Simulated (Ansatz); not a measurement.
A periodic model of amorphous Si$_{28}$C$_{28}$H$_{10}$:

```
CELL_PARAMETERS angstrom
      9.09529     0.00000     0.00000
      0.00000     9.09529     0.00000
      0.00000     0.00000     9.09529
ATOMIC_POSITIONS crystal
  Si 0.83865 0.68929 0.34835
  Si 0.87861 0.17467 0.69274
  Si 0.75283 0.82533 0.74415
  Si 0.25969 0.27638 0.22829
  Si 0.05917 0.95665 0.81964
  Si 0.58228 0.68296 0.28687
  Si 0.79029 0.50314 0.67753
  Si 0.17232 0.33477 0.99479
  Si 0.84269 0.79207 0.10547
  Si 0.66289 0.60345 0.97910
  Si 0.68075 0.09636 0.34325
  Si 0.27615 0.70336 0.34734
  Si 0.03541 0.53886 0.04856
  Si 0.04997 0.24224 0.40530
  Si 0.37225 0.44631 0.46314
  Si 0.05755 0.71390 0.70868
  Si 0.80681 0.08515 0.00058
  Si 0.35415 0.06060 0.34709
  Si 0.05945 0.87405 0.50412
  Si 0.37669 0.22117 0.71521
  Si 0.25936 0.10076 0.91518
  Si 0.27543 0.59725 0.76369
  Si 0.50791 0.37565 0.24341
  Si 0.31580 0.94149 0.59707
  Si 0.06601 0.56094 0.30668
  Si 0.54704 0.68815 0.61059
  Si 0.56745 0.15237 0.08274
  Si 0.35000 0.62784 0.10568
  C  0.46052 0.83825 0.84945
  C  0.54015 0.54791 0.13588
  C  0.52474 0.01100 0.23589
  C  0.43576 0.10875 0.54492
  C  0.85816 0.00414 0.81570
  C  0.69070 0.18517 0.62682
  C  0.64752 0.83276 0.05232
  C  0.18124 0.40227 0.38452
  C  0.52843 0.85910 0.16876
  C  0.85263 0.99347 0.31073
  C  0.45060 0.63715 0.43782
  C  0.67559 0.26694 0.23780
  C  0.35533 0.89663 0.94971
  C  0.24543 0.89178 0.40583
  C  0.37647 0.83444 0.09878
  C  0.38821 0.42877 0.67190
  C  0.87554 0.63961 0.96116
  C  0.39694 0.78450 0.71179
  C  0.52026 0.50688 0.71990
  C  0.62711 0.46622 0.82511
  C  0.23562 0.54110 0.96178
  C  0.12164 0.02074 0.63470
  C  0.87801 0.65896 0.79262
  C  0.90919 0.98508 0.15495
  C  0.88279 0.88007 0.41758
  C  0.60453 0.80198 0.89932
  C  0.06857 0.17525 0.60229
  C  0.60073 0.11922 0.52993
  H  0.02956 0.00058 0.14752
  H  0.88530 0.32434 0.77629
  H  0.63812 0.22454 0.72836
  H  0.50132 0.20089 0.82236
  H  0.77302 0.33297 0.21237
  H  0.29115 0.88435 0.16749
  H  0.12886 0.26121 0.66511
  H  0.86999 0.23824 0.99195
  H  0.61183 0.35822 0.87845
  H  0.24783 0.85216 0.91478
```

Level of theory: PBE, scalar-relativistic without spin-orbit coupling (plane waves to 420 eV, PAW; Ansatz, a first-principles code). Neutral PBE cell, which sets geometry, pressure and energy: sampling: a 2×2×2 Γ-centred mesh; Fermi-Dirac width 0.05 eV; no spin polarisation.

The cell was made by melting and quenching with the CHGNet potential and then relaxed with DFT. The hot cell started wider than the set density and was brought back towards it in steps. It is the lowest in DFT energy of 2 quenches. It is a model cell: composition and starting density were chosen by hand, and all elements were melted together. No dispersion term was used. Its density started from a set value of 2.50 and ended at 2.50 g/cm³. The simulated quench (nominally 370 K/ps over its main leg) is rapid and tends to freeze in more defects than a deposited or slowly cooled glass has. One small periodic cell is one sample of the glass; other quenches scatter about these values. The volume was held where the preparation left it.

Problem. Give the pressure, the energy against reference phases and the spacing of the highest filled and lowest empty levels.

Solution. 
Pressure on a 2×2×2 Γ-centred mesh: 4.18 GPa
Largest force and stress component on that mesh (the relaxation ran on one k-point at (1/4, 1/4, 1/4)): 0.25 eV/Å and 6.4 GPa
Energy relative to 6H silicon carbide + CH4 gas + silicon (lowest mix at this level among the phases computed, not always the ambient ones): 0.656 eV/atom
Gap on a 2×2×2 Γ-centred mesh (PBE): within the smearing (under twice its width)

Problem. At PBE and the zone centre, how localised are the states just below and above the Fermi level (participation number: the atoms over which a state spreads)?

Solution. The highest filled state is spread over 27.5 atoms' worth, largest on C53, with weights by element (charge in smoothed Voronoi cells) C 0.52, Si 0.44, H 0.04. The lowest empty state is spread over 23.8 atoms' worth, largest on C47, with weights by element (charge in smoothed Voronoi cells) C 0.51, Si 0.43, H 0.05.

The levels at the Fermi energy are partly filled. A closed spacing in one fast-quenched cell at PBE doesn't show the material to be a metal.

Bonds are counted up to Si-Si 2.68 Å, Si-C 2.26 Å, Si-H 1.70 Å, C-C 1.74 Å, C-H 1.32 Å, H-H 0.90 Å.

A PBE run started with 1 μB on atoms that lack a bond or may hold spare charge lost its moments; other starts weren't tried.
